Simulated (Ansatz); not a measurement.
**What uniaxial strain ε_zz = −0.50 % does to Mo**

The reference is Mo in the bcc (W type) structure (space group Im-3m, No. 229; a = 3.1115 Å; relaxed with 0.1 eV smearing). Axes: x, y, z lie along the cube axes.

It is then changed as follows: the cell is compressed by 0.50 % along z with no lateral relaxation, atoms relaxed at fixed cell.

Level of theory: LDA (Ansatz, a quantum-chemistry and plane-wave program, PAW, no spin-orbit coupling). k-mesh 30×30×30 (Γ-centred); smearing 0.1 eV (Fermi–Dirac).

| quantity | base | changed | shift |
|---|---|---|---|
| volume per atom | 15.06 Å³ | 14.99 Å³ | -0.075 Å³ |
| shortest interatomic distance | 2.695 Å | 2.690 Å | -0.0045 Å |
| energy relative to the base (free energy F) | 0 meV/atom | +0.6 meV/atom | +0.6 meV/atom |
| pressure (mean of the normal stresses, compression positive) | 0.0 GPa | 1.5 GPa | +1.5 GPa |
| band gap | zero | zero | – |
| stress (xx, yy, zz, yz, xz, xy; compression positive) | – | (0.9, 0.9, 2.6, 0.0, 0.0, 0.0) GPa | – |

No phonon test of stability was made. The final runs are not spin-polarised.
